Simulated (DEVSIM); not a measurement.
Device: Co/SiO2/p-Si capacitor, at 400 K.

Layer 1 from the left is SiO2, thickness (nm) 8.10. Layer 2 from the left is Si, thickness (nm) 13000, Na (cm⁻³) 1.9e15.

Metal gate on the left, work function 5 eV. Fixed charge at the semiconductor interface 1.1e10 cm⁻² (in units of +e); no interface traps.

Constants are typed, rounded textbook-type inputs, not results; the design itself was drawn at random and stands for no fabricated device. Values at 300 K; Nc and Nv go as T^1.5, mobilities as T to minus their exponent, the gap by Varshni's rule with the affinity fixed.

SiO2: gap (eV) 9, affinity (eV) 0.9, permittivity 3.9. Si: gap (eV) 1.124, affinity (eV) 4.05, permittivity 11.7, Nc (cm⁻³) 2.86e19, Nv (cm⁻³) 3.1e19, Varshni α (eV/K) 0.000473, Varshni β (K) 636.

DEVSIM, 1D Poisson equation in equilibrium, Boltzmann statistics, complete ionisation; no quantum confinement or tunnelling. Metal contacts follow the ideal Schottky-Mott rule: no Fermi-level pinning, no interface dipoles.

Problem. What does the simulation give for the minimum of the low-frequency capacitance, the threshold voltage (band bending 2φF), the flat-band voltage?

Solution. minimum of the low-frequency capacitance 0.0247 μF/cm²; threshold voltage (band bending 2φF) 0.64 V; flat-band voltage 0.20 V.
